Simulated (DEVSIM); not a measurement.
Structure: Mo/HfO2/p-Si capacitor, at 300 K.

```
layer (left to right)  material  thickness (nm)  Na (cm⁻³)
---------------------  --------  --------------  ---------
1                          HfO2            4.90          -
2                            Si             700     6.7e17
```

Metal gate on the left, work function 4.6 eV. Fixed charge at the semiconductor interface 2.2e10 cm⁻² (in units of +e); no interface traps.

Constants are typed, rounded textbook-type inputs, not results; the design itself was drawn at random and stands for no fabricated device. Values at 300 K.

```tsv
parameter	HfO2	Si
gap (eV)	5.7	1.124
affinity (eV)	2.5	4.05
permittivity	22	11.7
Nc (cm⁻³)	-	2.86e19
Nv (cm⁻³)	-	3.1e19
```

Simulated with DEVSIM: 1D Poisson equation in equilibrium, Boltzmann statistics, complete ionisation; no quantum confinement or tunnelling. Metal contacts follow the ideal Schottky-Mott rule: no Fermi-level pinning, no interface dipoles.

**Question.** Give the band bending (positive: bands bend down) and minority sheet density.

**Answer.** 
```json
[
 {"Vg (V)": "-0.7", "ψs (V)": "-0.099", "minority carriers (cm⁻²)": "< 1e8"},
 {"Vg (V)": "-0.4", "ψs (V)": "0.054", "minority carriers (cm⁻²)": "< 1e8"},
 {"Vg (V)": "-0.1", "ψs (V)": "0.312", "minority carriers (cm⁻²)": "< 1e8"},
 {"Vg (V)": "0.2", "ψs (V)": "0.587", "minority carriers (cm⁻²)": "< 1e8"},
 {"Vg (V)": "0.5", "ψs (V)": "0.866", "minority carriers (cm⁻²)": "4.0e9"}
]
```
